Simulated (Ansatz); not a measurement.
Base system: GaN in the zinc blende structure (space group F-43m, No. 216; a = 4.455 Å).

All numbers come from LDA (Ansatz, a first-principles code; PAW; 420 eV plane waves; without spin-orbit coupling).

For the base:

```
Property                Value
-------------  --------------
Pressure             0.00 GPa
Electron mass  0.18 mₑ (at Γ)
Band gap              1.96 eV
```

Now apply this change: the cell is scaled by 1.0300 in all directions, atoms relaxed at fixed cell.

Estimate the effect on the pressure.

The pressure goes from zero to -14.75 GPa.

Estimate the effect on the electron mass.

The electron mass changes from 0.18 mₑ (at Γ) to 0.13 mₑ (at Γ).

What does the calculation give for the energy relative to the base after the change?

The energy rises by 51 meV/atom.

What does the calculation give for the band gap after the change?

The band gap falls by 0.575 eV, from 1.96 eV to 1.38 eV.

The cells carry an imposed strain or load. Effective masses come from finite differences of ±0.01 Å⁻¹. Whether these cells are dynamically stable was not tested. This is not the structure that GaN has at room temperature and ambient pressure.
